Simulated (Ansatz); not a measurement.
## CdSe: band gap against strain

CdSe (zinc blende, F-43m, 28.838 Å³/atom at rest) under an equal strain ε in the (111) plane with the normal axis free, as in a coherent film. r2SCAN in Ansatz, a plane-wave DFT program (PAW, default set), 500 eV, 9×9×9 Γ-centred mesh, Fermi-Dirac smearing 0.05 eV; ions are relaxed within the symmetry of each cell. Gaps are the smallest over the k-mesh and a band path, without spin-orbit coupling; in all rows the valence edge lies at Γ and the conduction edge at Γ.

Here s stands for strain and Eg for gap.

| strain (%) | gap (eV) |
|---|---|
| 0.00 | 1.040 |
| 0.42 | 1.006 |
| 0.83 | 0.975 |
| 1.25 | 0.943 |
| 2.50 | ? |

Question: Using a straight line, estimate the missing Eg at s = 2.50 from the other rows, showing the fit.

Answer: Means: s 0.62500, Eg 0.9910. About the means, the sum of products is -0.066980 and the sum of squares of s is 0.86530; the slope is their ratio. Least squares gives Eg = 1.0394 - 0.07741·s. Residuals (row less fit): 0.0006, -0.0009, -0.0001, 0.0004; standard error 0.0008 (degrees of freedom: 2). Over these rows the gap moves by -7.7 ± 0.09 eV per unit strain. At the withheld row, Eg = 1.0394 - 0.07741 × 2.50 = 0.8459 eV. The calculation gives 0.857 eV, 0.0111 eV above the prediction (6.1 % of the range of Eg in the table). The row lies outside the fitted rows, so this is an extrapolation. From the scatter of the fitted rows alone, a prediction at this place has a standard error of 0.0019 eV, so the miss is 5.8 times that.

One order more, fitted to all 7 runs of the series, follows each within 0.001, so the miss is the next term of a smooth law. CdSe stands in this structure, whereas wurtzite is the usual form. Spin-orbit coupling is left out, which can shift this property for CdSe. Rows are the converged runs of the series near zero and its far end; series whose fitted rows scatter by over a few per cent of the range, as at a crossing or softening among them, aren't shown in this form. Most that stay on the fit to the last digits aren't either.
